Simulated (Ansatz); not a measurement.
**Worked example: self-consistent single point of Tl (Im-3m, 1 atom in the cell) in Ansatz (a first-principles code)**

Level of theory: LDA (PW92), default PAW files made with PBE (plane waves; Ansatz).

Input as run:

Ansatz 0.2 input:
```yaml
crystal:
  lattice:
    - [-1.946215, 1.946215, 1.946215]
    - [1.946215, -1.946215, 1.946215]
    - [1.946215, 1.946215, -1.946215]
  atoms:
    - { symbol: Tl, position_ang: [0.000000, 0.000000, 0.000000] }
basis:
  ecutwfc: 30.9 Ry
kpoints:
  mp_grid: { grid: [12, 12, 12] }
hamiltonian:
  xc: lda
  pseudopotentials: { kind: paw }
scf:
  occupations: { method: gaussian, width: 0.0073 Ry }
output:
  forces: true
  eigenvalues: true
  stress: true
```

Output, abridged:

```
WARN ansatz: RAYON_NUM_THREADS=1 ignored (pool sized by the plan → 1); use --threads N
Pseudopotentials: kind: paw
Pseudopotential: Tl, paw, valence charge 13
Crystal: 1 atoms, lattice volume = 29.487 Å³
Basis set: ecut = 420.4159175005146 eV, 603 PW (Γ)
Bands: 11, of which v1, the nominal top of the filled ones, is band 7 counted from 1 (6 counted from 0)
Symmetry: 48 space group operations
Space group: Im-3m (ITA 229), of the structure as read, at distance tolerance 3.1e-5 Å
k-points: 72 of 1728
PAW frozen core: Tl, regenerated for the run's functional, and the local potential with it
Initial density: superposition of atomic densities (neutral atoms: chi_scale 0, normalization atom), corrected by the library's trained network
Initial wavefunctions: pseudopotential atomic-orbital guess
Eigensolver: davidson
Functional: x = slater, c = lda
SCF iter   1: F=—  HF=-11146.567604 eV  |F-HF|=—  |Δ(HF+E_count)|=         —  Δρ=4.86e-3  dr2=5.65e-3  ethr=1.77e-3  ⟨swp⟩=5.4  Hψ=4975  notcnv=0
all-band conjugate gradients solve this SCF's bands
preconditioner: auto → Kerker (q_TF=auto, 2.380 Å⁻¹)
SCF iter   2: F=—  HF=-11146.565052 eV  |F-HF|=—  |Δ(HF+E_count)|=   2.55e-3  Δρ=2.03e-3  dr2=1.16e-3  ethr=4.35e-5  ⟨swp⟩=2.0  Hψ=1790  notcnv=0
SCF iter   3: F=—  HF=-11146.564580 eV  |F-HF|=—  |Δ(HF+E_count)|=   4.72e-4  Δρ=1.80e-4  dr2=4.08e-6  ethr=8.94e-6  ⟨swp⟩=2.1  Hψ=1203  notcnv=0
SCF iter   4: F=—  HF=-11146.564578 eV  |F-HF|=—  |Δ(HF+E_count)|=   2.39e-6  Δρ=8.75e-5  dr2=2.32e-6  ethr=3.14e-8  ⟨swp⟩=2.0  Hψ=1219  notcnv=0
SCF iter   5: F=—  HF=-11146.564577 eV  |F-HF|=—  |Δ(HF+E_count)|=   3.89e-7  Δρ=3.67e-5  dr2=3.46e-7  ethr=1.78e-8  ⟨swp⟩=2.3  Hψ=1197  notcnv=0
SCF iter   6: F=-11146.564577 eV  HF=-11146.564577 eV  |F-HF|=1.70e-8  |Δ(HF+E_count)|=   1.22e-7  Δρ=7.72e-6  dr2=2.36e-8  ethr=7.69e-10  ⟨swp⟩=5.9  Hψ=3248  notcnv=0
SCF 1 converged in 6 iterations: F = -11146.564577 eV  dr2 = 2.36e-8
SCF converged after 6 iterations
Free energy (F): -11146.564577 eV
Harris-Foulkes:  -11146.564577 eV  (|F-HF|=1.70e-8)
Internal energy: -11146.560584 eV  (E = F + TS)
E sigma→0 (E₀):  -11146.562581 eV
Entropy (-TS):   -0.003993 eV (-3.993 meV/atom)
Fermi energy:    9.524018 eV
--- Per-component energies (eV) ---
  E_band       = -1.562726
  E_kinetic    = 333.070550
  E_local      = -894.636499  (includes V_loc(G=0)·N_el)
  E_nonlocal   = 321.327513
  E_hartree    = 328.131977
  E_xc         = -228.681890
  E_vxc        = -142.769251  (∫ρ·V_xc dr)
  E_paw        = -9868.009672  (= ΣΔE_a)
  E_vpaw       = -274.823581  (= ΣTr[D̂ρ^β])
  E_aug_tail   = 0.000033  (compensation charges beyond the density's cutoff)
  E_ewald      = -1137.621034
  E_core_change = -0.141561  (= ΣΔE_core)
  E_smearing   = -0.003993  (= −TS)
  E_closure    = -0.000000  (closes the sum)
  Σ components = -11146.564577   (vs F -11146.564577, Δ=0.00e0)
--- Forces (eV/Å), atoms counted from 1 ---
  atom   1  Tl    -0.00000000     0.00000000     0.00000000
  max |Σ_I F_I| component: 8.38e-31 eV/Å
--- Stress (GPa, compression-positive) ---
       -2.774512      -0.000000      -0.000000
       -0.000000      -2.774512      -0.000000
       -0.000000      -0.000000      -2.774512
  P = ⅓ Tr σ = -2.7745 GPa (-27.745 kbar)
  The stress holds the Pulay correction. Without it, at fixed plane waves, as pw.x and ABINIT print it: P = -2.8093 GPa
--- Band table (eV; the first three rows and the last of 72) ---
  k-point 0: bands = ["-1.9601", "-1.9601", "-1.9601", "-1.5515", "-1.5515", "-0.2902", "20.0066", "20.0066", "20.0066", "21.8845", "21.8845"]
  k-point 1: bands = ["-1.9718", "-1.9518", "-1.9183", "-1.5642", "-1.5517", "-0.1367", "18.4723", "19.4603", "19.6913", "21.3216", "21.7382"]
  k-point 2: bands = ["-2.0036", "-1.9442", "-1.8018", "-1.5929", "-1.5520", "0.3347", "15.7284", "18.3048", "18.8742", "20.6342", "21.4277"]
  k-point 71: bands = ["-2.1490", "-2.1490", "-1.3501", "-1.3501", "-1.3501", "7.7462", "10.9869", "10.9869", "10.9869", "16.0700", "16.0700"]
```

The run converged in 6 iterations.

The starting cell comes from a database of computed structures (which also holds hypothetical and non-ambient phases and stackings), without a prior relaxation at this level. Its lattice was rescaled by up to half a per cent. Spin-orbit coupling is off. Ansatz's pressure includes its estimate of the finite-basis (Pulay) stress.
